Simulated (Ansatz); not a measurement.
Si3N4 (P6₃/m, No. 176), treated with G0W0@PBEsol (plane waves, hard PAW, contour deformation; Ansatz, a first-principles code).

The cell has the measured lattice parameters. Conventional cell: a = 7.6093 Å, b = 7.6093 Å, c = 2.9079 Å, α = 90.00°, β = 90.00°, γ = 120.00°.

The quasiparticle gap at Γ at a fixed k mesh 3×3×2:

```tsv
response cutoff	value (eV)
175 eV, 1408 empty bands	6.429
210 eV, 1851 empty bands	6.482
280 eV, 2850 empty bands	6.548
350 eV, 3983 empty bands	6.583
```

Question: Taking the value to converge with the response cutoff E as E^(−3/2), extrapolate from the last two rows.

Answer: With y = y∞ + c/w and weights w = 4685 and 6548 for the last two rows, y∞ = (w2 y2 − w1 y1)/(w2 − w1) = (6548 × 6.583 − 4685 × 6.548)/1863 = 6.671 eV, which lies 0.088 beyond the last row. Successive pairs of rows give 6.651, 6.670, 6.671. The limit also hangs on the law assumed, so its last digits aren't firm.

The other settings are not extrapolated, so this is the limit in one setting alone.
